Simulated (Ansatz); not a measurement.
Phonon-limited transport in metals: compounds that share space group Fm-3m and stoichiometry, PBEsol, DFPT electron-phonon coupling, linearised Boltzmann equation (Ansatz, a quantum-chemistry and plane-wave program); geometry: relaxed with this functional, without spin-orbit coupling.

```tsv
Compound	volume per atom (Å³)	resistivity at 300 K	mean free path at 300 K	electron-phonon coupling λ	logarithmic mean phonon energy
Ir2P	14.1	…	22 nm	0.26	13.5 meV
PtGa2	17.3	11.4 μΩ·cm	7.7 nm	0.67	8.4 meV
AuAl2	18.0	6.0 μΩ·cm	…	0.33	18.2 meV
IrSn2	21.3	16.3 μΩ·cm	…	0.50	11.3 meV
LuH2	10.2	11.7 μΩ·cm	11.9 nm	0.27	…
```

Task: Some entries are withheld; supply them.

Result: 
- Ir2P, resistivity at 300 K: 4.4 μΩ·cm
- AuAl2, mean free path at 300 K: 18.6 nm
- IrSn2, mean free path at 300 K: 8.1 nm
- LuH2, logarithmic mean phonon energy: 25 meV

Metals; harmonic phonons alone scatter; means over directions. The mean free path is weighted by the current that each state carries. Halving the electron mesh moves these values by up to 9 %; q meshes are mostly untested. Some of the runs warned that the eigensolver left states short of its tolerance. Spin-orbit coupling is left out.

Formula and space group known from diffraction (Crystallography Open Database), not checked to be the room-temperature form: Ir2P (Fm-3m), IrSn2 (Fm-3m), LuH2 (Fm-3m), PtGa2 (Fm-3m). The missing spin-orbit coupling matters most for AuAl2 (Fm-3m), Ir2P (Fm-3m), IrSn2 (Fm-3m), LuH2 (Fm-3m), PtGa2 (Fm-3m).
